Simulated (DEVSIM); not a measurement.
Schottky contact on n-type Ge

Structure: Schottky contact on n-type Ge, at 300 K.

| layer (left to right) | material | thickness (μm) | Nd (cm⁻³) | τn (s) | τp (s) |
|---|---|---|---|---|---|
| 1 | Ge | 1.40 | 2.3e17 | 7e-6 | 7e-6 |

Left contact: Schottky, work function 4.45 eV, emission velocity 1.9e6 cm/s. Right contact: ohmic. Voltage is applied to the left contact. Recombination: SRH at mid-gap, radiative, Auger. Mobility is μmin + (μ − μmin)/(1 + (N/Nref)^α).

The device is made up for the run: typed textbook-type constants, with dimensions and the other settings drawn at random. Values at 300 K.

```tsv
parameter	Ge
gap (eV)	0.664
affinity (eV)	4
permittivity	16
Nc (cm⁻³)	1.04e19
Nv (cm⁻³)	6e18
μn (cm²/Vs)	3900
μp (cm²/Vs)	1900
μn,min	150
μp,min	100
Nref,n	2.6e17
Nref,p	4e17
αn	0.56
αp	0.6
B (cm³/s)	6.4e-14
Cn (cm⁶/s)	1e-31
Cp (cm⁶/s)	1e-31
```

Model (solved in DEVSIM): 1D drift-diffusion, Boltzmann statistics, complete ionisation; no tunnelling, impact ionisation, image-force lowering or self-heating. Metal contacts follow the ideal Schottky-Mott rule: no Fermi-level pinning, no interface dipoles.

```
Quantity                                            Result
---------------------------------------------  -----------
Potential step across the device at zero bias      0.351 V
Largest field in the device at zero bias       130000 V/cm
Dark forward voltage at 1 A/cm²                    0.066 V
Dark forward voltage at 100 A/cm²                  0.183 V
```

Dark forward current:

(V (V), J (A/cm²)): (0.05, 0.51); (0.10, 4.1); (0.15, 28); (0.20, 190); (0.25, 1200); (0.30, 6100)
